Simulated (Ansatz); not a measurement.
Data:

```
CELL_PARAMETERS angstrom
      0.00000     2.75770     2.75770
      2.75770     0.00000     2.75770
      2.75770     2.75770     0.00000
ATOMIC_POSITIONS crystal
  Be 0.00000 0.00000 0.00000
  Te 0.25000 0.25000 0.25000
```

No spin polarisation.

Calculations: r2SCAN, PAW, 500 eV (Ansatz, an electronic-structure program; spin-orbit coupling left out). Settings: 10×10×10 k-points, 0.05 eV Fermi–Dirac smearing.

Predict the gap character and band gap.

The gap character is indirect, Γ → X and the band gap is 2.18 eV.

With Te present, leaving out spin-orbit coupling can change the band edges. The cells carry an imposed strain or load. Stability against distortions was not tested. The cell was made from BeTe in the zinc blende structure (space group F-43m, No. 216) by this change: isotropic strain −2.50 %.
